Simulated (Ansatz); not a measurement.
Start from SiO$_{2}$ in the rutile structure (space group P4_2/mnm, No. 136; a = 4.155 Å, c = 2.661 Å).

Computed with LDA (Ansatz, a quantum-chemistry and plane-wave program; PAW; 420 eV plane waves; no SOC).

For the base:

- Valley order = Γ 5.81 eV; A (1/2, 1/2, 1/2) 7.19 eV

The change: cell and atoms relaxed at a pressure of 0.9 GPa.

Question: Estimate the effect on the valley order.

Answer: The valley order (the lowest conduction-band minima on the path, energy above the VBM, named in the base's zone) becomes Γ 5.86 eV; A (1/2, 1/2, 1/2) 7.22 eV (base: Γ 5.81 eV; A (1/2, 1/2, 1/2) 7.19 eV).

The levels and masses belong to the bands next to the band gap. Load acts through the strain it causes; cell and atoms are relaxed under it. No phonon test of stability was made.
